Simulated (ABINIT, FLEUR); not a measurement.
An ABINIT input for a self-consistent single point of ZrNi₅ (F-43m, 6 atoms in the cell) (DFT, PBEsol, plane waves, norm-conserving pseudopotentials (PseudoDojo nc-sr-04 PBEsol standard)):

```
# ZrNi5, PseudoDojo nc-sr-04 PBEsol standard
pp_dirpath "./"
pseudos "Zr.upf, Ni.upf"
acell 3*1.0 Angstrom
rprim
         0.0000000000    3.2460430000    3.2460430000
         3.2460430000    0.0000000000    3.2460430000
         3.2460430000    3.2460430000   -0.0000000000
natom 6
ntypat 2
znucl 40 28
typat 1 2 2 2 2 2
xred
         0.0000000000    0.0000000000    0.0000000000
         0.2500000000    0.2500000000    0.2500000000
         0.6234700000    0.6234700000    0.6234700000
         0.1295900000    0.6234700000    0.6234700000
         0.6234700000    0.6234700000    0.1295900000
         0.6234700000    0.1295900000    0.6234700000
ecut 49 Ha
nsppol 2
spinat
      0 0 0
      0 0 2
      0 0 0
      0 0 0
      0 0 0
      0 0 0
occopt 7
tsmear 0.272 eV
nband 65
kptopt 1
ngkpt 6 6 6
nshiftk 1
shiftk 0 0 0
nstep 60
toldfe 1.0e-09
prtwf 0
prtden 0
prtvol 1
enunit 1
```

**Question.** Translate this input to FLEUR.

**Answer.** One input that does it (others would too):

Input of the input generator:

```
scf ZrNi5
&input film=f /
-0.0000000000 6.1341322588 6.1341322588
6.1341322588 -0.0000000000 6.1341322588
6.1341322588 6.1341322588 -0.0000000000
1.0
1.0 1.0 1.0

6
40 -0.0000000000 -0.0000000000 -0.0000000000 : 0.00
28 0.2500000000 0.2500000000 0.2500000000 : 2.00
28 0.6234700000 0.6234700000 0.6234700000 : 0.00
28 0.1295900000 0.6234700000 0.6234700000 : 0.00
28 0.6234700000 0.6234700000 0.1295900000 : 0.00
28 0.6234700000 0.1295900000 0.6234700000 : 0.00

&comp jspins=2 /
&exco xctyp='PBEs' /
&kpt div1=6 div2=6 div3=6 gamma=t /
&end /
```

```xml
<?xml version="1.0" encoding="UTF-8" standalone="no"?>
<fleurInput fleurInputVersion="0.39">
   <comment>
      scf ZrNi5                                                                                           
   </comment>
   <calculationSetup>
      <cutoffs Kmax="4.0" Gmax="14.0" GmaxXC="14.0" numbands="0"/>
      <scfLoop itmax="100" minDistance="0.00001" maxIterBroyd="40" imix="Anderson" alpha="0.05" precondParam="0.0" spinf="2.0"/>
      <coreElectrons ctail="T" frcor="F" kcrel="0" coretail_lmax="0"/>
      <xcFunctional name="PBEs" relativisticCorrections="F"/>
      <magnetism jspins="2"/>
      <soc l_soc="F" theta="0.0" phi="0.0" spav="F"/>
      <expertModes spex="0" secvar="F"/>
      <geometryOptimization l_f="T" forcealpha="1.0" forcemix="BFGS" epsdisp="0.00001" epsforce="0.00001"/>
      <ldaU l_linMix="F" mixParam="0.05" spinf="1.0"/>
   </calculationSetup>
   <cell>
      <bzIntegration valenceElectrons="92.0" mode="gauss" fermiSmearingEnergy="0.00999582">
         <kPointListSelection listName="default-1"/>
         <!-- k-points included here -->
         <xi:include xmlns:xi="http://www.w3.org/2001/XInclude" href="kpts.xml"> </xi:include>
      </bzIntegration>
      <!-- symmetry operations included here -->
      <xi:include xmlns:xi="http://www.w3.org/2001/XInclude" href="sym.xml"> </xi:include>
      <bulkLattice scale="1.0">
         <bravaisMatrix>
            <row-1>    0.0000000000000000     6.1341322588000002     6.1341322588000002</row-1>
            <row-2>    6.1341322588000002     0.0000000000000000     6.1341322588000002</row-2>
            <row-3>    6.1341322588000002     6.1341322588000002     0.0000000000000000</row-3>
         </bravaisMatrix>
      </bulkLattice>
   </cell>
   <atomSpecies>
      <species name="Zirconium (Zr)" element="Zr" atomicNumber="40">
         <mtSphere radius="2.68" gridPoints="925" logIncrement="0.014"/>
         <atomicCutoffs lmax="10" lnonsphr="8"/>
         <electronConfig flipSpins="F">
            <coreConfig>(1s1/2) (2s1/2) (2p1/2) (2p3/2) (3s1/2) (3p1/2) (3p3/2) (3d3/2) (3d5/2)</coreConfig>
            <valenceConfig>(4s1/2) (4p1/2) (4p3/2) (5s1/2) (4d3/2) (4d5/2)</valenceConfig>
            <stateOccupation state="(4d3/2)" spinUp="0.4" spinDown="0.4"/>
            <stateOccupation state="(4d5/2)" spinUp="0.6" spinDown="0.6"/>
         </electronConfig>
         <energyParameters s="5" p="5" d="4" f="4"/>
         <lo type="SCLO" l="0" n="4" eDeriv="0"/>
         <lo type="SCLO" l="1" n="4" eDeriv="0"/>
      </species>
      <species name="Nickel (Ni2.000" element="Ni" atomicNumber="28">
         <mtSphere radius="2.00" gridPoints="691" logIncrement="0.018"/>
         <atomicCutoffs lmax="8" lnonsphr="6"/>
         <electronConfig flipSpins="F">
            <coreConfig>(1s1/2) (2s1/2) (2p1/2) (2p3/2) (3s1/2)</coreConfig>
            <valenceConfig>(3p1/2) (3p3/2) (4s1/2) (3d3/2) (3d5/2)</valenceConfig>
            <stateOccupation state="(3d3/2)" spinUp="2.0" spinDown="1.2"/>
            <stateOccupation state="(3d5/2)" spinUp="3.0" spinDown="1.8"/>
         </electronConfig>
         <energyParameters s="4" p="4" d="3" f="4"/>
         <lo type="SCLO" l="1" n="3" eDeriv="0"/>
      </species>
      <species name="Nickel (Ni)" element="Ni" atomicNumber="28">
         <mtSphere radius="2.00" gridPoints="691" logIncrement="0.018"/>
         <atomicCutoffs lmax="8" lnonsphr="6"/>
         <electronConfig flipSpins="F">
            <coreConfig>(1s1/2) (2s1/2) (2p1/2) (2p3/2) (3s1/2)</coreConfig>
            <valenceConfig>(3p1/2) (3p3/2) (4s1/2) (3d3/2) (3d5/2)</valenceConfig>
            <stateOccupation state="(3d3/2)" spinUp="1.6" spinDown="1.6"/>
            <stateOccupation state="(3d5/2)" spinUp="2.4" spinDown="2.4"/>
         </electronConfig>
         <energyParameters s="4" p="4" d="3" f="4"/>
         <lo type="SCLO" l="1" n="3" eDeriv="0"/>
      </species>
   </atomSpecies>
   <atomGroups>
      <atomGroup species="Zirconium (Zr)">
         <relPos label="                   1">.0000000000 .0000000000 .0000000000</relPos>
         <force calculate="T" relaxXYZ="TTT"/>
      </atomGroup>
      <atomGroup species="Nickel (Ni2.000">
         <relPos label="                   2">1.000/4.000 1.000/4.000 1.000/4.000</relPos>
         <force calculate="T" relaxXYZ="TTT"/>
      </atomGroup>
      <atomGroup species="Nickel (Ni)">
         <relPos label="                   3">-.3765300000 -.3765300000 -.3765300000</relPos>
         <relPos label="                   4">.1295900000 -.3765300000 -.3765300000</relPos>
         <relPos label="                   5">-.3765300000 -.3765300000 .1295900000</relPos>
         <relPos label="                   6">-.3765300000 .1295900000 -.3765300000</relPos>
         <force calculate="T" relaxXYZ="TTT"/>
      </atomGroup>
   </atomGroups>
   <output dos="F" band="F" slice="F">
      <checks vchk="F" cdinf="F"/>
      <bandDOS minEnergy="-.5*Htr" maxEnergy="0.5*Htr" sigma="0.015" storeEVData="T"/>
      <vacuumDOS vacdos="F" integ="F" star="F" nstars="0" locx1="0.0" locy1="0.0" locx2="0.0" locy2="0.0" nstm="0" tworkf="0.0"/>
      <unfoldingBand unfoldBand="F" supercellX="1" supercellY="1" supercellZ="1"/>
      <plotting iplot="0" polar="F">
         <plot TwoD="T" vec1="  1.0  0.0  0.0" vec2="  0.0  1.0  0.0" vec3="  0.0  0.0  1.0" zero="  0.0  0.0  0.0" file="plot"/>
      </plotting>
      <chargeDensitySlicing numkpt="0" minEigenval="0.0" maxEigenval="0.0" nnne="0" pallst="F"/>
      <specialOutput eonly="F"/>
      <magneticCircularDichroism mcd="F" energyLo="-10.0" energyUp="0.0"/>
   </output>
  <!-- We include the file relax.xml here to enable relaxations (see documentation) -->
  <xi:include xmlns:xi="http://www.w3.org/2001/XInclude" href="relax.xml"> <xi:fallback/> </xi:include>
</fleurInput>
```

Basis settings and potentials, where a program has them, do not carry over. This input uses DFT, PBEsol, all-electron FLAPW (FLEUR), scalar-relativistic valence.

The starting cell comes from a database of computed structures (which also holds hypothetical and non-ambient phases and stackings), without a prior relaxation at this level. Its lattice was rescaled by a random factor within 2.5 % of one.
